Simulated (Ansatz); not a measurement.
Consider N-vacancy pair (N on one host Si site, one Si site vacant) in silicon, charge state -1. The step: a nearby Si atom hops onto the vacant site (N-vacancy distance between ideal sites 2.37 → 3.87 Å) (strongly reconstructed ends); the atom moves 2.50 Å along (0.07, -0.31, -0.32) of the unit cell; at the end one Si stands off the lattice site; the moving atom starts with neighbours Si at 2.35, Si at 2.37, Si at 2.45, Si at 2.89 Å and ends with N at 1.84 Å. DFT values are from Ansatz (plane-wave PAW, 420 eV unless said) in a cell of 216 host sites, spin-restricted, static, with no finite-size correction. The charge state is imposed; whether it is stable for some Fermi level was not computed. Forms of the defect that were not tried may lie lower. For the PBE band: the check of the saddle point's order was inconclusive.

| Level | Forward barrier (eV) | Cost of the band or of the saddle's single point |
|---|---|---|
| PBE, one k-point at (0.250, 0.250, 0.250), band relaxed | 1.78 | about 10 core-hours (a rough figure) |
| PBE, a 2×2×2 k-point mesh shifted by half a step, same geometries | 1.79 | very roughly 27 core-minutes |
| r2SCAN at 500 eV, one k-point at (0.250, 0.250, 0.250), same geometries | (withheld) | roughly 13 core-minutes |

Q: Complete the blanks.

A: 
- r2SCAN at 500 eV, one k-point at (0.250, 0.250, 0.250), same geometries, Forward barrier (eV): 2.08

Ansatz is a first-principles code.
